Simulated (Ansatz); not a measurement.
KCSN (Pbcm, No. 57), treated with PBEsol (Ansatz, a program for electronic structure, PAW).

Run with plane-wave cutoff 520 eV, 6×6×6 k mesh, Fermi–Dirac smearing 0.01 eV, scalar-relativistic PAW data made under PBE.

Cell (relaxed at this level):

Space group Pbcm (No. 57); a = 6.661 Å, b = 6.570 Å, c = 7.500 Å, α = β = γ = 90.00°

```
atom  site  symmetry       x       y       z
----  ----  --------  ------  ------  ------
K       4c       2..  0.1965  0.2500  0.0000
C       4d       ..m  0.2331  0.7882  0.2500
S       4d       ..m  0.5987  0.1078  0.2500
N       4d       ..m  0.1098  0.9191  0.2500
```

Predict the bulk modulus B0, band gap, smallest direct gap on the k points sampled and pressure derivative B′ of the bulk modulus.


* **bulk modulus B0**: 16.7 GPa
* **band gap**: 3.91 eV (indirect)
* **smallest direct gap on the k points sampled**: 4.00 eV
* **pressure derivative B′ of the bulk modulus**: 5.4

Note: the bulk modulus comes from volumes at which shape and atoms were relaxed.

The computed numbers hold no vibrational or temperature effects.

Cost on a shared machine: about 70 core-minutes (a rough figure).
